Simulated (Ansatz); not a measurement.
**Hypothetical NiAs type TlCl: response to strain**

Take TlCl in the NiAs type structure (space group P6_3/mmc, No. 194; a = 4.347 Å, c = 7.726 Å; a hypothetical phase, not in the database extracts checked) as the base. Axes: x lies along a and z along c of the hexagonal cell.

Strains are applied to the cell and any free atomic positions relax; under biaxial strain the out-of-plane vector relaxes too.

Method: PBEsol, PAW, 420 eV (Ansatz, a first-principles code; without spin-orbit coupling).

Computed cases, in order: biaxial strain −4.63 %, plane normal [001], relaxed out of plane; biaxial strain −2.65 %, plane normal [001], relaxed out of plane; the unstrained base; biaxial strain +1.56 %, plane normal [001], relaxed out of plane.

Q: Between which two neighbouring cases does the gap turn between direct and indirect?

A: Between biaxial strain −2.65 %, plane normal [001], relaxed out of plane (1.81 eV, indirect, Γ → M) and the unstrained base (1.77 eV, direct at Γ). The whole series: biaxial strain −4.63 %, plane normal [001], relaxed out of plane: 1.66 eV, indirect, Γ → M; biaxial strain −2.65 %, plane normal [001], relaxed out of plane: 1.81 eV, indirect, Γ → M; the unstrained base: 1.77 eV, direct at Γ; biaxial strain +1.56 %, plane normal [001], relaxed out of plane: 1.68 eV, direct at Γ.

Spin-orbit coupling, missing from the scalar runs, can matter with Tl. Whether these cells are dynamically stable was not tested.
